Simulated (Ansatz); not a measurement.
We look at the energy of the reaction as written. Reaction: 1/2 cell B + 1/4 F2 (gas) → cell A. Negative: the products are lower in energy.

Cell A: a slab of W (bcc, Im-3m) cut along (110), 8 atoms, oblique cell of 3.18 × 2.76 Å (7.2 Å²), symmetry P2 within 0.02 Å, 15.0 Å thick under 16 Å of vacuum, in-plane vectors held at the crystal's; planes from bottom to top: W × 7 | F, its two faces unlike (dipole correction applied); added, foreign or displaced atoms, above the top plane: F bound to 2 W at 2.12 Å; spin state with PBE: run without spin, k-point mesh 18×20×1.
```yaml
crystal:
  lattice:
    - [3.18370, 0.00000, 0.00000]
    - [1.59185, 2.25122, 0.00000]
    - [0.00000, 0.00000, 30.92111]
  atoms:
    - { symbol: W, position: [0.04749, 0.96701, 0.26051] }
    - { symbol: W, position: [0.54751, 0.96700, 0.33067] }
    - { symbol: W, position: [0.04756, 0.96696, 0.40371] }
    - { symbol: W, position: [0.54762, 0.96688, 0.47655] }
    - { symbol: W, position: [0.04786, 0.96673, 0.54941] }
    - { symbol: W, position: [0.54797, 0.96656, 0.62220] }
    - { symbol: W, position: [0.04831, 0.96639, 0.69308] }
    - { symbol: F, position: [0.04902, 0.46580, 0.74513] }
```

Cell B: a slab of W (bcc, Im-3m) cut along (110), 15 atoms, oblique cell of 6.37 × 2.76 Å (14.3 Å²), symmetry P1 within 0.02 Å, 15.0 Å thick under 16 Å of vacuum, in-plane vectors held at the crystal's; planes from bottom to top: W2 × 7 | F, its two faces unlike (dipole correction applied); added, foreign or displaced atoms, above the top plane: F bound to 2 W at 2.14 Å; spin state with PBE: run without spin, k-point mesh 9×20×1.
```xyz
15
Lattice="6.3674 0.0000 0.0000 1.5919 2.2512 0.0000 0.0000 0.0000 30.9211" Properties=species:S:1:pos:R:3 pbc="T T T"
W     -0.0516    -0.0383     8.0645
W      3.1323    -0.0381     8.0645
W      4.7242    -0.0382    10.2346
W      1.5405    -0.0383    10.2341
W     -0.0514    -0.0386    12.4925
W      3.1317    -0.0384    12.4927
W      4.7239    -0.0390    14.7449
W      1.5403    -0.0387    14.7447
W     -0.0519    -0.0372    16.9964
W      3.1300    -0.0417    16.9962
W      4.7224    -0.0402    19.2429
W      1.5385    -0.0406    19.2629
W     -0.1000    -0.0323    21.4286
W      3.1731    -0.0522    21.4292
F      2.3269     1.0771    23.0436
```

Reference: an isolated F2 molecule (singlet) in a box of 11 × 11 × 13 Å.

Computed with Ansatz (plane waves, PAW), its default PAW set, cutoff 420 eV, 500 eV for r2SCAN. The structures are at rest with PBE, within the held lattices; other levels are single points on them. Neutral cells; Fermi-Dirac smearing of at most 0.10 eV in the solids, energies taken to zero width. The lattices are those relaxed with PBE, so at other levels the solids can be strained, which adds to the spread. A dispersion term (D3(BJ), or D4 for r2SCAN) was computed beside these levels and is taken off wherever the name lacks it. No zero-point or thermal terms. Cells are local rest points, mostly with their start's symmetry. Spin-orbit coupling is left out. No Hubbard U is applied. Values are for these cell sizes. Cell A has symmetry P2 within 0.02 Å and got no random move, so less symmetric positions, which may lie lower, weren't tried.

Estimate the value that PBE returns for this input.

-1.80 eV, for 1/2 cell B + 1/4 F2 (gas) → cell A.

What do the other levels give, and how wide is the spread?


```tsv
Level	value (eV)	less PBE
r2SCAN	-1.99	-0.19
```

The levels shown span 0.19 eV, from r2SCAN (-1.99) to PBE (-1.80).

Ansatz is a first-principles code.
